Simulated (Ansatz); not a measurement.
Si under load (space group P6_3/mmc), r2SCAN with spin-orbit coupling, rigid bands run with Ansatz (a quantum-chemistry and plane-wave program). Condition of this run: biaxial stress in the c plane of 5.4 GPa (compression positive) (the target of the relaxation). Band gap 0.58 eV, N_c = 3.40e19 cm⁻³ and N_v = 7.81e18 cm⁻³ at 300 K, conductivity masses along y (a = (3.74, 0.00, 0.00) Å; b = (-1.87, 3.24, 0.00) Å; c = (0.00, 0.00, 6.38) Å) of 0.210 mₑ (electrons) and 0.361 mₑ (holes). Take k_BT = 0.02585 eV.

Q: Find the intrinsic carrier density and the intrinsic Fermi level.

A: n_i = √(N_c N_v) exp(−E_g/2k_BT) = 1.63e19 × exp(−11.22) = 2.2e14 cm⁻³. The level lies (k_BT/2) ln(N_v/N_c) = -19 meV from mid-gap (positive towards the conduction band). Each 0.1 eV added to the gap lowers n_i by a factor of 6.9.

Q: What built-in voltage has an abrupt junction with N_A = 1e16 and N_D = 1e18 cm⁻³, all dopants ionised?

A: V_bi = E_g/e − (k_BT/e) ln(N_c N_v/(N_A N_D)) = 0.58 − 0.02585 × 10.19 = 0.32 V, for the computed gap.

Q: A film of it is 8 nm thick, with its normal along the direction named. Estimate the confinement energies in an infinite well.

A: ħ²π²/(2m t²) = 0.376 eV·nm²/(m/mₑ × t²) gives 28.0 meV for electrons and 16.3 meV for holes, so the gap would widen to about 0.62 eV. Finite barriers and nonparabolic bands lower this, and with several valleys or bands the heaviest mass along the normal sets the lowest level, not this average.

Rigid bands with the computed gap; masses take one relaxation time for all states. Geometry: cell and atoms relaxed with PBEsol.
